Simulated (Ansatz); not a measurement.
# CuAu: response to strain

The parent structure is CuAu (space group P4/mmm, No. 123; a = 2.853 Å, c = 3.570 Å; relaxed with 0.1 eV smearing). Axes: x, y, z lie along a, b, c of the conventional cell.

Strains are applied to the cell and any free atomic positions relax; under biaxial strain the out-of-plane vector relaxes too.

The values are results of r2SCAN, PAW, 500 eV (Ansatz, a quantum-chemistry and plane-wave program; scalar-relativistic without spin-orbit coupling), not measurements.

Notes on the quantities. pressure: mean of the normal stresses, compression positive.

| case | volume per atom | pressure | space group |
|---|---|---|---|
| base | 14.53 Å³ | 0.0 GPa | P4/mmm (No. 123) |
| biaxial strain −4.93 %, plane normal [001], relaxed out of plane | 14.22 Å³ | [?] | P4/mmm (No. 123) |
| biaxial strain −4.08 %, plane normal [001], relaxed out of plane | 14.30 Å³ | 3.3 GPa | P4/mmm (No. 123) |
| biaxial strain −3.08 %, plane normal [001], relaxed out of plane | [?] | [?] | P4/mmm (No. 123) |
| biaxial strain −0.44 %, plane normal [001], relaxed out of plane | 14.52 Å³ | 0.2 GPa | P4/mmm (No. 123) |
| biaxial strain +1.86 %, plane normal [001], relaxed out of plane | 14.55 Å³ | -0.3 GPa | P4/mmm (No. 123) |
| uniaxial strain ε_xx = +5.77 % | 15.37 Å³ | -7.4 GPa | Pmmm (No. 47) |
| uniaxial strain ε_yy = +3.62 % | 15.06 Å³ | -5.0 GPa | Pmmm (No. 47) |
| uniaxial strain ε_zz = −1.17 % | 14.36 Å³ | 1.9 GPa | P4/mmm (No. 123) |
| tensor shear ε_xy = +0.29 % | 14.53 Å³ | 0.0 GPa | Cmmm (No. 65) |

Problem. Some entries are withheld; estimate them.

Solution. 
- biaxial strain −4.93 %, plane normal [001], relaxed out of plane, pressure: 4.7 GPa
- biaxial strain −3.08 %, plane normal [001], relaxed out of plane, volume per atom: 14.38 Å³
- biaxial strain −3.08 %, plane normal [001], relaxed out of plane, pressure: 2.1 GPa

No phonon test of stability was made. The final runs are not spin-polarised.
